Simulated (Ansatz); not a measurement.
Functionals compared on a constructed model of the (0001) surface of hcp Ru, a pseudomorphic layer of V in the host's stacking (bottom of the slab: a bare face, its two planes held), in Ansatz (plane waves, PAW). The structure was relaxed with PBE; the other rows are single points on it. Cutoff 420 eV.

Set-up: 7 atoms, 13.4 Å thick at the start with caps and adatoms (thin: gaps and levels are the slab's own); mesh 16x16x1; 0.1 eV smearing; dipole correction on; 2 atoms held, the rest relaxed; symmetry of the start imposed; spin-polarised, ending with about 1.0 μB a cell; orders that need a larger cell were not tried, no spin-orbit, no U. In PBE it is, or lies within 0.01 eV a 1x1 cell of, the lowest of the 2 structures of its composition computed so far; subsurface sites and larger cells were not tried. These notes are the PBE run's.

```
functional  work function of the top face (eV)  magnetic moment of the cell (μB)          rough cost of the single point
----------  ----------------------------------  --------------------------------  --------------------------------------
PBE                                       4.48                              1.00                                       –
RPBE                                         …                              1.13  about 80 core-seconds (a rough figure)
```

Question: Complete the blanks.

Answer: 
- RPBE, work function of the top face (eV): 4.30

Ansatz is a program for electronic structure.
